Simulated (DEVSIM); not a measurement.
**abrupt GaAs n-p junction**

Device: abrupt GaAs n-p junction, at 300 K.

```tsv
layer (left to right)	material	thickness (μm)	Nd (cm⁻³)	Na (cm⁻³)	τn (s)	τp (s)
1	GaAs	43.0	1.9e15	-	2.9e-8	2.9e-8
2	GaAs	4.00	-	3.2e14	2.9e-8	2.9e-8
```

Left contact: ohmic. Right contact: ohmic. Voltage is applied to the left contact. Recombination: SRH at mid-gap, radiative. Mobility is constant in doping.

The device is made up for the run: typed textbook-type constants, with dimensions and the other settings drawn at random. Values at 300 K.

| parameter | GaAs |
|---|---|
| gap (eV) | 1.424 |
| affinity (eV) | 4.07 |
| permittivity | 12.9 |
| Nc (cm⁻³) | 4.7e17 |
| Nv (cm⁻³) | 9e18 |
| μn (cm²/Vs) | 8500 |
| μp (cm²/Vs) | 400 |
| B (cm³/s) | 2e-10 |

Model (solved in DEVSIM): 1D drift-diffusion, Boltzmann statistics, complete ionisation; no tunnelling, impact ionisation, image-force lowering or self-heating.

```
Property                                           Value
---------------------------------------------  ---------
Potential step across the device at zero bias    1.017 V
Largest field in the device at zero bias       8600 V/cm
Dark forward voltage at 1 A/cm²                  0.883 V
Dark forward voltage at 100 A/cm²                1.195 V
```

Dark reverse current:

```
V (V)  J (A/cm²)
-----  ---------
0.40     3.6e-10
1.00     7.2e-10
2.00      1.2e-9
3.00      1.6e-9
4.00      1.9e-9
6.00      2.3e-9
8.00      2.5e-9
10.00     2.6e-9
13.00     2.8e-9
16.00     3.0e-9
20.00     3.2e-9
```

Dark forward current:

```
V (V)  J (A/cm²)
-----  ---------
-0.05   -1.5e-10
-0.15    -1.5e-9
-0.25    -1.2e-8
-0.35    -8.9e-8
-0.45    -7.5e-7
-0.55    -8.8e-6
-0.65   -0.00020
-0.75    -0.0076
-0.85      -0.31
-0.95       -7.5
-1.00        -19
-1.10        -56
-1.20       -100
-1.30       -160
-1.40       -210
-1.50       -280
-1.60       -340
-1.70       -420
-1.80       -500
-1.90       -580
```
